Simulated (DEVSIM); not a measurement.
**illuminated Si n-on-p cell, one wavelength, with a back-surface field**

Structure: illuminated Si n-on-p cell, one wavelength, with a back-surface field, at 350 K.

| layer (left to right) | material | thickness (μm) | Nd (cm⁻³) | Na (cm⁻³) | τn (s) | τp (s) | absorption coefficient (cm⁻¹) |
|---|---|---|---|---|---|---|---|
| 1 | Si | 0.0830 | 1.6e18 | - | 7.5e-7 | 1.6e-7 | 26000 |
| 2 | Si | 250 | - | 4.7e16 | 6.8e-6 | 6.8e-6 | 26000 |
| 3 | Si | 0.380 | - | 4.6e18 | 6.8e-6 | 6.8e-6 | 26000 |

Left contact: ohmic, minority hole recombination velocity 2e6 cm/s. Right contact: ohmic, minority electron recombination velocity 3000 cm/s. Voltage is applied to the left contact. Recombination: SRH at mid-gap, radiative. Light enters at the left, 6e17 photons cm⁻² s⁻¹, one pass, no reflection. Mobility is constant in doping.

The device is made up for the run: typed textbook-type constants, with dimensions and the other settings drawn at random. Values at 300 K; Nc and Nv go as T^1.5, mobilities as T to minus their exponent, the gap by Varshni's rule with the affinity fixed.

```
parameter               Si
----------------  --------
gap (eV)             1.124
affinity (eV)         4.05
permittivity          11.7
Nc (cm⁻³)          2.86e19
Nv (cm⁻³)           3.1e19
μn (cm²/Vs)           1417
μp (cm²/Vs)            470
T exponent of μn       2.3
T exponent of μp       2.2
B (cm³/s)          4.7e-15
Varshni α (eV/K)  0.000473
Varshni β (K)          636
```

Model (solved in DEVSIM): 1D drift-diffusion, Boltzmann statistics, complete ionisation; no tunnelling, impact ionisation, image-force lowering or self-heating.

The potential step across the device at zero bias is 0.952 V and the dark forward voltage at 1 A/cm² comes out as 0.561 V. The dark forward voltage at 100 A/cm² is 0.984 V and the short-circuit current comes out as 90.4 mA/cm². The open-circuit voltage comes out as 0.477 V. The fill factor is 0.77 and the largest power comes out as 33.3 mW/cm². The share of generated pairs collected at short circuit is 0.940.

Dark forward current:

| V (V) | J (A/cm²) |
|---|---|
| -0.05 | -6.1e-8 |
| -0.10 | -3.5e-7 |
| -0.15 | -1.8e-6 |
| -0.20 | -9.4e-6 |
| -0.25 | -4.9e-5 |
| -0.30 | -0.00025 |
| -0.35 | -0.0013 |
| -0.45 | -0.036 |
| -0.50 | -0.18 |
| -0.55 | -0.78 |
| -0.60 | -2.5 |
| -0.65 | -5.5 |
| -0.70 | -9.7 |
| -0.75 | -15 |
| -0.80 | -23 |
| -0.85 | -33 |
| -0.90 | -50 |
| -0.95 | -75 |
| -1.00 | -110 |
| -1.05 | -180 |
| -1.10 | -270 |
| -1.20 | -560 |
| -1.25 | -760 |
| -1.30 | -1000 |
| -1.35 | -1300 |
| -1.40 | -1600 |
| -1.45 | -2000 |
| -1.50 | -2400 |

Current under light (generator sign):

| V (V) | J (mA/cm²) |
|---|---|
| 0.00 | 90.4 |
| 0.06 | 90.4 |
| 0.12 | 90.3 |
| 0.18 | 90.3 |
| 0.24 | 90.3 |
| 0.32 | 89.8 |
| 0.34 | 89.3 |
| 0.36 | 88.3 |
| 0.38 | 86.6 |
| 0.40 | 83.1 |
| 0.42 | 76.4 |
| 0.44 | 63.6 |
| 0.46 | 38.9 |
| 0.48 | -7.85 |
